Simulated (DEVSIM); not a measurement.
Structure: n-channel Si fully depleted SOI MOSFET with SiON, at 300 K.

| Property | Result |
|---|---|
| Gate length | 40 nm |
| Source drain length | 32 nm |
| Dielectric thickness | 1 nm |
| Lateral straggle | 2.4 nm |
| Underlap | 0 nm |
| Body thickness | 9.5 nm |
| Buried oxide | 10 nm |
| Gate work function | 4.33 eV |
| Source and drain doping | 6.4e19 cm⁻³, Gaussian tails under the gate |
| Body doping | 4e17 cm⁻³ |
| Lifetime | 1e-7 s |
| Supply | 0.8 V |
| Back work function | 4.55 eV |

All mobilities are scaled by 0.4; velocity saturation, μ/(1 + (μE/vsat)^b)^(1/b) with b = 2 for electrons and 1 for holes and E the electric field along each mesh edge, is on. Mobility is constant in doping.

This is a model device: material constants are rounded textbook-type values typed into the input, and sizes, dopings and lifetimes were drawn at random. Values at 300 K.

Si: gap (eV) 1.124, affinity (eV) 4.05, permittivity 11.7, Nc (cm⁻³) 2.86e19, Nv (cm⁻³) 3.1e19, μn (cm²/Vs) 1417, μp (cm²/Vs) 470, vsat,n (cm/s) 1e7, vsat,p (cm/s) 8.4e6. SiON: gap (eV) 7, affinity (eV) 1.4, permittivity 5.5. SiO2: gap (eV) 9, affinity (eV) 0.9, permittivity 3.9.

Model (solved in DEVSIM): 2D drift-diffusion, Boltzmann statistics, complete ionisation; no quantum confinement, tunnelling, impact ionisation, self-heating, contact resistance or fringe fields beside the gate. Metal contacts follow the ideal Schottky-Mott rule: no Fermi-level pinning, no interface dipoles.

Transfer curves, |Id| in μA/μm:

| Vg (V) | Vd = 0.05 V | Vd = 0.8 V |
|---|---|---|
| -0.24 | 6.848e-5 | 0.0004447 |
| -0.2 | 0.0001905 | 0.001197 |
| -0.16 | 0.0005359 | 0.003243 |
| -0.12 | 0.001525 | 0.008848 |
| -0.08 | 0.004401 | 0.02432 |
| -0.04 | 0.01288 | 0.06742 |
| 0 | 0.03821 | 0.1883 |
| 0.04 | 0.1149 | 0.5284 |
| 0.08 | 0.3485 | 1.479 |
| 0.12 | 1.059 | 4.068 |
| 0.16 | 3.166 | 10.73 |
| 0.2 | 8.993 | 26.26 |
| 0.24 | 22.91 | 57.20 |
| 0.28 | 49.52 | 108.3 |
| 0.32 | 90.04 | 180.0 |
| 0.36 | 142.2 | 269.6 |
| 0.4 | 202.8 | 373.7 |
| 0.44 | 268.9 | 489.2 |
| 0.48 | 338.4 | 613.5 |
| 0.52 | 409.4 | 745.1 |
| 0.56 | 480.3 | 882.1 |
| 0.6 | 550.2 | 1024 |
| 0.64 | 618.0 | 1169 |
| 0.68 | 683.3 | 1318 |
| 0.72 | 745.6 | 1469 |
| 0.76 | 804.7 | 1622 |
| 0.8 | 860.4 | 1778 |

Work out the subthreshold swing at low drain bias from the rows at 0.08 and 0.12 V, and compare it with the thermal limit.

log10(1.059/0.3485) = 0.483 over 40.0 mV, so S = 82.9 mV/decade. The limit kT/q ln 10 is 59.5 mV/decade; the ratio is 1.39. This is the steepest step of the table.

Find both thresholds at the constant current 0.1 μA × (1 μm/L) a micrometre, and the DIBL.

The current is 2.50 μA/μm. Interpolating ln Id gives 0.151 V and 0.101 V; their difference over the 0.75 V of drain bias is 68 mV/V.

Give the natural length λ = √(ε_body t_body t_ox / (ε_ox)) and the gate length in units of it.

λ = 4.50 nm and L/λ = 8.9. The formula is that for thin layers, and L is the gate's length, not the shorter one between the doping tails.

Source and drain are degenerate, where Boltzmann statistics are only rough. The electric field that drives the saturation includes the junctions' built-in field, which lowers the mobility there even at small currents: subthreshold currents come out too low, a known weakness of this choice.
